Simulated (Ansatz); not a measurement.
Seebeck coefficient (μV/K, mean over directions) of n-type CdTe (F-43m) against carrier density, r2SCAN with spin-orbit coupling, rigid bands run with Ansatz (a first-principles code). Computed gap 0.91 eV; densities at which minority carriers matter at this gap, or further valleys turn the trend, are left out. Conductivity mass 0.094 mₑ (harmonic mean over directions), N_c = 6.8e17 cm⁻³ at 300 K.

```json
[
 {"electron density": "1e16 cm⁻³", "300 K": "[?]", "500 K": "-645"},
 {"electron density": "1e17 cm⁻³", "300 K": "-377", "500 K": "[?]"},
 {"electron density": "1e18 cm⁻³", "300 K": "-190", "500 K": "-255"},
 {"electron density": "3e18 cm⁻³", "300 K": "-117", "500 K": "-172"},
 {"electron density": "1e19 cm⁻³", "300 K": "-62", "500 K": "-99"},
 {"electron density": "3e19 cm⁻³", "300 K": "-34", "500 K": "[?]"},
 {"electron density": "1e20 cm⁻³", "300 K": "-19", "500 K": "-32"},
 {"electron density": "3e20 cm⁻³", "300 K": "-13", "500 K": "-25"}
]
```

Q: What belongs in the gaps?

A: 
- 1e16 cm⁻³, 300 K: -574
- 1e17 cm⁻³, 500 K: -448
- 3e19 cm⁻³, 500 K: -57

Rigid bands with a gap fixed in temperature, one relaxation time for all states, no polarons or phonon drag, and whether or not such doping can be reached.
